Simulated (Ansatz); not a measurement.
The reference is AlRu in the CsCl type structure (space group Pm-3m, No. 221; relaxed with 0.1 eV smearing).

```xyz
2
Lattice="2.9545 0.0000 0.0000 0.0000 2.9545 0.0000 0.0000 0.0000 2.9545" Properties=species:S:1:pos:R:3 pbc="T T T"
Al     1.4773     1.4773     1.4773
Ru     0.0000     0.0000     0.0000
```

Cartesian axes are those of the cell as printed.

The values are results of LDA/PAW in Ansatz (an electronic-structure program), spin-orbit coupling left out, not measurements.

Modification: uniaxial strain ε_zz = −3.00 %, all other strain components held at zero; the atoms relax in the strained cell.

Predict the stress tensor and what it implies for the stiffness.

Stress of the strained cell less that of the base (GPa, compression positive):
```
    5.5     0.0     0.0
    0.0     5.5     0.0
    0.0     0.0    11.9
```

Then −Δσ_ii/ε with ε = -0.0300 gives secant stiffness values (nonlinear terms included at this strain): C33 ≈ 398 GPa, C13 ≈ 183 GPa and C23 ≈ 183 GPa.

As a check, the harmonic strain energy −½ V₀ Δσ:ε is 14 meV/atom; the computed energy rise is 14 meV/atom.

Whether these cells are dynamically stable was not tested. All final runs are without spin polarisation.
